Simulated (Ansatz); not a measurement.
The reference is CdSe in the wurtzite structure (space group P6_3mc, No. 186; a = 4.383 Å, c = 7.154 Å).

All numbers come from Ansatz (a program for electronic structure), PBE, PAW, cutoff 420 eV, no SOC.

One change was made to it. Results:

```csv
quantity,base,after
shortest interatomic distance,2.682 Å,2.372 Å
band gap,0.54 eV,0.24 eV
"valence-band top at Γ (three highest levels, from the VBM)","0.00, 0.00, -0.04 eV","0.00, 0.00, -1.03 eV"
gap character,direct at Γ,direct at Γ
```

Question: What was done to the base?
A) pressure 30 GPa
B) pressure 0.9 GPa
C) pressure 2.1 GPa

Answer: A, pressure 30 GPa. For comparison, the band gap in the other runs: pressure 2.1 GPa gives 0.63 eV; pressure 0.9 GPa gives 0.58 eV.

Load acts through the strain it causes; cell and atoms are relaxed under it. Stability against distortions was not tested. Measured, CdSe leaves this structure (for rock salt) near 2.72 GPa (temperature not stated; as listed in Datta, Sujoy, Jana, Debnarayan, arXiv (2020)), on rising pressure, with hysteresis. The zero or small gap of CdSe under pressure 30 GPa can change with the level of theory.
